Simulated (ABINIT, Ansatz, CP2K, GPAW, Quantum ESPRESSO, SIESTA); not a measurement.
**Code comparison for YAl3 (Pm-3m, 4 atoms in the cell)**

Self-consistent single point.

```xyz
4
Lattice="4.2044 0.0000 0.0000 0.0000 4.2044 0.0000 0.0000 0.0000 4.2044" Properties=species:S:1:pos:R:3 pbc="T T T"
Y      0.0000     0.0000     0.0000
Al     0.0000     2.1022     2.1022
Al     2.1022     0.0000     2.1022
Al     2.1022     2.1022     0.0000
```

Shared settings, as Ansatz (a program for electronic structure) writes them: kpoints.mp_grid.grid = 6 6 6; scf.occupations.method = fermi_dirac; scf.occupations.width = 0.1 eV. Potentials and cutoffs stand in the table.

```
code                                                                                                                                      model  pressure (GPa)       cutoff
----------------  -----------------------------------------------------------------------------------------------------------------------------  --------------  -----------
Ansatz                                                                                                          PBEsol, PAW files made with PBE            0.99      default
ABINIT                                                           PBEsol, norm-conserving pseudopotentials (PseudoDojo nc-sr-04 PBEsol standard)            0.91        36 Ha
Quantum ESPRESSO                                                                                   PBEsol, PSlibrary PAW (PBE) pseudopotentials            1.05        45 Ry
SIESTA            GGA PBEsol, numerical atomic orbitals TZP, PseudoDojo PBEsol standard norm-conserving potentials (rewritten from UPF to PSML)            0.08  grid 400 Ry
CP2K                                                                 PBEsol, GPW, DZVP-MOLOPT-SR-GTH basis, GTH-PBE potentials (GTH_POTENTIALS)            2.17  grid 500 Ry
GPAW                                                                                      PBEsol, GPAW PAW datasets PBEsol (made by gpaw-setup)            1.02       550 eV
```

The spread over the programs that give each value: pressure within 2.09 GPa.

SIESTA and CP2K use small atom-centred bases, whose incompleteness enters pressures, forces and empty levels differently from a plane-wave cutoff. Ansatz's pressure is given at a fixed set of plane waves, as the other plane-wave codes print theirs. In the pressure, CP2K (by 1.16) lies more than 1 GPa from the median of the plane-wave programs.

The starting cell comes from a database of computed structures (which also holds hypothetical and non-ambient phases and stackings), without a prior relaxation at this level. Its lattice was rescaled by a random factor within 2.5 % of one.

Left out of this page: Elk and FLEUR (not drawn, or without a comparable value).

Keys are those of Ansatz 0.2.
